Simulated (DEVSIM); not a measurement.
System: Cr/AlN/p-Si capacitor, at 250 K.

Layer 1 from the left is AlN, thickness (nm) 2.70. Layer 2 from the left is Si, thickness (nm) 730, Na (cm⁻³) 6.2e17.

Metal gate on the left, work function 4.5 eV. Fixed charge at the semiconductor interface 0 cm⁻² (in units of +e); no interface traps.

The device is made up for the run: typed textbook-type constants, with dimensions and the other settings drawn at random. Values at 300 K; Nc and Nv go as T^1.5, mobilities as T to minus their exponent, the gap by Varshni's rule with the affinity fixed.

AlN: gap (eV) 6.1, affinity (eV) 1.9, permittivity 8.5. Si: gap (eV) 1.124, affinity (eV) 4.05, permittivity 11.7, Nc (cm⁻³) 2.86e19, Nv (cm⁻³) 3.1e19, Varshni α (eV/K) 0.000473, Varshni β (K) 636.

Estimate by hand the flat-band voltage, the threshold voltage, and compare with a numerical solution.


- Flat-band voltage: C = 2.79 μF/cm², work-function difference -0.608 V; VFB = φms − qNf/C = -0.61 V; numerical -0.61 V.
- Threshold voltage: φF = 0.491 V, depletion charge √(4εqNφF) = 4.49e-7 C/cm²; VT = VFB + 2φF + Qd/C = 0.53 V; numerical 0.54 V.

Simulated with DEVSIM: 1D Poisson equation in equilibrium, Boltzmann statistics, complete ionisation; no quantum confinement or tunnelling. Metal contacts follow the ideal Schottky-Mott rule: no Fermi-level pinning, no interface dipoles.
